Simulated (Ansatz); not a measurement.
# PdIn: stress against strain

PdIn (CsCl type, Pm-3m, 17.132 Å³/atom at rest, cube axes along x, y and z) under a strain ε along a cube axis (axis z), the other axes held. PBEsol in Ansatz, a plane-wave DFT program (PAW, default set), 420 eV, 18×18×18 Γ-centred mesh, Fermi-Dirac smearing 0.10 eV; ions are relaxed within the symmetry of each cell. Stress is positive for a compressed cell.

Here s stands for strain and y for stress zz.

| strain (%) | stress zz (GPa) |
|---|---|
| -3.00 | ? |
| -1.50 | 2.46 |
| -1.00 | 1.61 |
| -0.50 | 0.79 |
| 0.00 | 0.00 |
| 0.50 | -0.76 |
| 1.00 | -1.48 |
| 1.50 | -2.18 |

### Question
Fit y against s with a straight line, and predict the withheld value at s = -3.00.

### Answer
Means: s 0, y 0.063. About the means, the sum of products is -10.825 and the sum of squares of s is 7.0000; the slope is their ratio. Least squares gives y = 0.063 - 1.5464·s. Residuals (row less fit): 0.077, 0.001, -0.046, -0.063, -0.050, 0.003, 0.077; standard error 0.064 (degrees of freedom: 5). The slope gives the elastic constant C11 = 155 ± 2 GPa. At the withheld row, y = 0.063 - 1.5464 × (-3.0) = 4.702 GPa. The calculation gives 5.25 GPa, 0.548 GPa above the prediction (7.4 % of the range of y in the table). The row lies outside the fitted rows, so this is an extrapolation. From the scatter of the fitted rows alone, a prediction at this place has a standard error of 0.100 GPa, so the miss is 5.5 times that.

One order more, fitted to all 13 runs of the series, follows each within 0.02, so the miss is the next term of a smooth law. In a metal these values are sensitive to mesh and smearing; energies are taken to zero smearing, stresses follow the free energy. Rows are the converged runs of the series near zero and its far end; series whose fitted rows scatter by over a few per cent of the range, as at a crossing or softening among them, aren't shown in this form. Most that stay on the fit to the last digits aren't either.
